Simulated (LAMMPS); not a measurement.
LAMMPS 22 Jul 2025, classical MD, SNAP (Mo_Zuo_JPCA2020.snapcoeff): Mo, 2000 atoms.

```
Item                                                                                                Result
-----------------------------------------------  ---------------------------------------------------------
task                                                                                               MD, nve
potential                                        SNAP, Mo_Zuo_JPCA2020.snapcoeff Mo_Zuo_JPCA2020.snapparam
copies of the repeat unit                                                                         10×10×10
shape (slab and sphere leave vacuum in the box)                                                       bulk
neighbor skin                                                                                          2 Å
neigh_modify                                                                     every 1 delay 0 check yes
newton                                                                                        on (default)
atom_modify sort (bins of 2 Å where set)                                                    1000 (default)
comm_style                                                                                 brick (default)
box                                                                                   31.5 × 31.5 × 31.5 Å
start                                                      generated bcc lattice, warmed in an untimed run
```

All runs start from one configuration, warmed at this fixed volume for 300 steps under a thermostat at 1200 K. The run at the shortest step has a mean temperature of 1180 K and a mean pressure of 9.9 GPa.

Each run covers about 0.40 ps at constant energy (mean temperature 1180 K at the shortest step); σ is the standard deviation over the printed steps. Single runs; times are not shown.

Steps tried: 0.5 fs, 1 fs, 2 fs, 2.5 fs, 4 fs, 5 fs, 8 fs, 10 fs, 16 fs, 20 fs, 32 fs.

Q: What is the longest step at which the total energy fluctuates by under 10 % of the kinetic energy's fluctuation?

A: 10 fs.

```json
[
 {"time step": "0.5 fs", "σ(E total)/σ(E kinetic)": "0.00012", "last minus first total energy (meV/atom)": "under 0.001", "mean temperature (K)": "1180"},
 {"time step": "1 fs", "σ(E total)/σ(E kinetic)": "0.00049", "last minus first total energy (meV/atom)": "under 0.001", "mean temperature (K)": "1180"},
 {"time step": "2 fs", "σ(E total)/σ(E kinetic)": "0.0020", "last minus first total energy (meV/atom)": "−0.0036", "mean temperature (K)": "1180"},
 {"time step": "2.5 fs", "σ(E total)/σ(E kinetic)": "0.0031", "last minus first total energy (meV/atom)": "−0.0046", "mean temperature (K)": "1180"},
 {"time step": "4 fs", "σ(E total)/σ(E kinetic)": "0.0079", "last minus first total energy (meV/atom)": "−0.011", "mean temperature (K)": "1180"},
 {"time step": "5 fs", "σ(E total)/σ(E kinetic)": "0.012", "last minus first total energy (meV/atom)": "−0.013", "mean temperature (K)": "1180"},
 {"time step": "8 fs", "σ(E total)/σ(E kinetic)": "0.032", "last minus first total energy (meV/atom)": "−0.011", "mean temperature (K)": "1170"},
 {"time step": "10 fs", "σ(E total)/σ(E kinetic)": "0.051", "last minus first total energy (meV/atom)": "+0.025", "mean temperature (K)": "1160"},
 {"time step": "16 fs", "σ(E total)/σ(E kinetic)": "0.13", "last minus first total energy (meV/atom)": "+0.54", "mean temperature (K)": "1130"},
 {"time step": "20 fs", "σ(E total)/σ(E kinetic)": "0.22", "last minus first total energy (meV/atom)": "+1.8", "mean temperature (K)": "1100"},
 {"time step": "32 fs", "σ(E total)/σ(E kinetic)": "2.4", "last minus first total energy (meV/atom)": "+100", "mean temperature (K)": "1070"}
]
```

The bar is a choice.
